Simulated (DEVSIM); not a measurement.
System: abrupt Ge p-n junction, at 300 K.

Layer 1 from the left is Ge, thickness (μm) 5.20, Na (cm⁻³) 1.7e16, τn (s) 2.9e-6, τp (s) 2.9e-6. Layer 2 from the left is Ge, thickness (μm) 0.720, Nd (cm⁻³) 5.3e17, τn (s) 2.9e-6, τp (s) 2.9e-6.

Left contact: ohmic. Right contact: ohmic. Voltage is applied to the left contact. Recombination: SRH at mid-gap, Auger. Mobility is μmin + (μ − μmin)/(1 + (N/Nref)^α).

Constants are typed, rounded textbook-type inputs, not results; the design itself was drawn at random and stands for no fabricated device. Values at 300 K.

Ge: gap (eV) 0.664, affinity (eV) 4, permittivity 16, Nc (cm⁻³) 1.04e19, Nv (cm⁻³) 6e18, μn (cm²/Vs) 3900, μp (cm²/Vs) 1900, μn,min 150, μp,min 100, Nref,n 2.6e17, Nref,p 4e17, αn 0.56, αp 0.6, Cn (cm⁶/s) 1e-31, Cp (cm⁶/s) 1e-31.

Simulated with DEVSIM: 1D drift-diffusion, Boltzmann statistics, complete ionisation; no tunnelling, impact ionisation, image-force lowering or self-heating.

Task: What does the simulation give for the largest field in the device at zero bias, the dark forward voltage at 1 A/cm², the dark forward voltage at 100 A/cm²?

Result: largest field in the device at zero bias 46000 V/cm; dark forward voltage at 1 A/cm² 0.187 V; dark forward voltage at 100 A/cm² 0.310 V.
